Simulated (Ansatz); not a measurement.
The starting structures come from a database of crystals and need not be the phases stable at ambient conditions.

 Where the default PAW files enter, the runs use the earlier of Ansatz's two default sets.

The decay constant κ of evanescent states in the gap governs leakage through a thin film.

Data:

```
CdMgTe2
1.0
    4.52135     0.00000     0.00000
    0.00000     6.36066     0.00000
    0.00000     0.00000     4.61362
Mg Cd Te
1 1 2
Direct
  0.50000   0.50000   0.50000
  0.00000   0.00000   0.00000
  0.50000   0.74455   0.00000
  0.00000   0.25545   0.50000
```

Space group of this cell: Pmm2. The cell is strained (lengths across the current scaled by 0.98, ions clamped); by PBEsol its mean pressure is 0.7 GPa.

Transport runs along the normal of the first two printed cell vectors.

No gap correction and no spin-orbit coupling; mid-gap values are interpolated between computed energies.

Task: Predict the band gap and the smallest decay constant κ at mid-gap from Ansatz (a program for electronic structure) with PBEsol.

Result: Gap 1.45 eV on a 8×6×8 mesh; κ = 0.103 1/Å, at the zone centre.
